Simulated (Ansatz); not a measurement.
System: AlO (model structure, started from the beta GaS type, P6₃/mmc, No. 194, 8 atoms in the cell). Method: PBEsol in Ansatz (PAW).

Settings: plane-wave cutoff 520 eV, 12×12×4 k mesh (along the axes of the cell as run), Fermi–Dirac smearing 0.01 eV, scalar-relativistic PAW data made under PBE.

Cell (relaxed at this level):

```
CELL_PARAMETERS angstrom
      2.95119     0.00000     0.00000
     -1.47560     2.55581     0.00000
      0.00000     0.00000    13.21456
ATOMIC_POSITIONS crystal
  Al 0.33333 0.66667 0.15113
  Al 0.66667 0.33333 0.65113
  Al 0.66667 0.33333 0.84887
  Al 0.33333 0.66667 0.34887
  O  0.33333 0.66667 0.60149
  O  0.66667 0.33333 0.10149
  O  0.66667 0.33333 0.39851
  O  0.33333 0.66667 0.89851
```

What does this level give for the band gap, direct gap at Γ and bulk modulus?


- band gap: 1.00 eV (on the SCF k mesh)
- direct gap at Γ: 3.14 eV
- bulk modulus: 25.1 GPa

Note: the bulk modulus is −V dP/dV from two relaxed cells at ±2 % in volume; the relaxation could raise the start's symmetry but not lower it, so the cell can be a saddle point.

The computed numbers hold no vibrational or temperature effects.

A model structure was made by putting elements into a prototype or built by hand; it is no filed structure, need not be a known phase, and can be a saddle point held by its symmetry.

Ansatz is an electronic-structure program.
